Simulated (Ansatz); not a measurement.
Consider La (space group P6_3/mmc, No. 194; a = 3.7835 Å, c = 12.0681 Å; relaxed with 0.1 eV smearing). Axes: x lies along a and z along c of the hexagonal cell.

Method: Ansatz (a first-principles code) r2SCAN, no spin-orbit coupling.

One thing is altered: the cell is scaled by 1.0116 in all directions; the atoms relax in the strained cell.

Task: Predict the stress tensor and what it implies for the stiffness.

Result: Stress of the strained cell less that of the base (GPa, compression positive):
```
   -0.8     0.0     0.0
    0.0    -0.8     0.0
    0.0     0.0    -0.8
```

Then B = −ΔP/(ΔV/V₀) with ΔV/V₀ = 0.0352 gives secant stiffness values (nonlinear terms included at this strain): B (at held cell shape, above the free-shape value) ≈ 22 GPa.

Stability against distortions was not tested.
